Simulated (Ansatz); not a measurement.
System: Ga3AlAs4 (model structure, P-4m2, No. 115, 8 atoms in the cell). Method: HSE06 in Ansatz (plane waves, PAW).

Numerical settings: plane-wave cutoff 460 eV, 6×6×2 k mesh (along the axes of the cell as run), Fermi–Dirac smearing 0.01 eV, scalar-relativistic PAW data made under PBE.

Cell (relaxed with PBEsol):

```cif
data_AlAs4Ga3
_chemical_formula_sum 'Ga3 As4 Al1'
_space_group_name_H-M_alt 'P-4m2'
_space_group_IT_number 115
_space_group_name_Hall 'P -4 -2'
_cell_length_a 4.00633
_cell_length_b 4.00633
_cell_length_c 11.31834
_cell_angle_alpha 90.000
_cell_angle_beta 90.000
_cell_angle_gamma 90.000
loop_
_atom_site_label
_atom_site_type_symbol
_atom_site_symmetry_multiplicity
_atom_site_Wyckoff_symbol
_atom_site_fract_x
_atom_site_fract_y
_atom_site_fract_z
_atom_site_occupancy
Ga1 Ga 2 e 0.00000 0.00000 0.24961 1
As1 As 2 g 0.00000 0.50000 0.12477 1
Ga2 Ga 1 b 0.50000 0.50000 0.00000 1
As2 As 2 g 0.50000 0.00000 0.37485 1
Al1 Al 1 c 0.50000 0.50000 0.50000 1
```

Problem. What does this level give for the band gap?

Solution. 
band gap: 1.69 eV (on the SCF k mesh) (direct)

Note: the relaxation could raise the start's symmetry but not lower it, so the cell can be a saddle point; cell and atoms aren't relaxed at this level (largest force component 0.06 eV/Å, pressure 0.8 GPa).

Spin–orbit coupling is not included.

Computed values are for the static lattice.

A model structure was made by putting elements into a prototype or built by hand; it is no filed structure, need not be a known phase, and can be a saddle point held by its symmetry.

Ansatz is a first-principles code.
